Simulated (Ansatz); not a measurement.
A stack in vacuum: 3 layers of silicene, started at antiparallel, no shift (facing Si atop Si, held by symmetry; silicene a predicted or substrate-bound sheet, here free).

Method: PBE+D3(BJ) (plane waves to 420 eV, PAW; Ansatz, a program for electronic structure). No spin–orbit coupling. Its k-point mesh 12×12×1, Fermi–Dirac width 0.05 eV. A dipole correction is on.

Problem. Predict its spacing.

Solution. 
* **gap between facing atomic planes**: 2.40, 2.40 Å
* **step of the vacuum level across the stack (top less bottom)**: 0.00 eV
* **bonding between the layers**: chemical, by the spacing and the binding; the sheets are no longer the free ones
* **work functions of the lower and upper faces**: 4.61 and 4.61 eV
